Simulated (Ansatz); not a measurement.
FeGe₂ (I4/mcm, No. 140; cell taken from a computed entry)

The numbers are results of PBEsol in Ansatz (PAW), not measurements.

Run with plane-wave cutoff 500 eV, 10×10×10 k mesh, Fermi–Dirac smearing 0.05 eV, spin-polarised start, scalar-relativistic PAW data made under PBE.

Cell (relaxed at this level):

Space group I4/mcm (No. 140); a = b = 5.8071 Å, c = 4.8802 Å, α = β = γ = 90.00°

```tsv
atom	site	symmetry	x	y	z
Fe	4a	422	0.0000	0.0000	0.2500
Ge	8h	m.2m	0.1567	0.3433	0.0000
```
(The calculation used a cell of 6 atoms; values per cell refer to that cell.)

For FeGe₂ (I4/mcm, No. 140; cell taken from a computed entry), the band gap is zero (no gap).

Note: the magnetic order was assumed, not searched for or taken from measurement; a magnet's gap depends somewhat on the PAW data; the relaxation could not lower the start's symmetry, so the cell can be a saddle point above a distorted one.

Spin–orbit coupling is not included.

Computed values are for the static lattice.

Ansatz is a program for electronic structure.
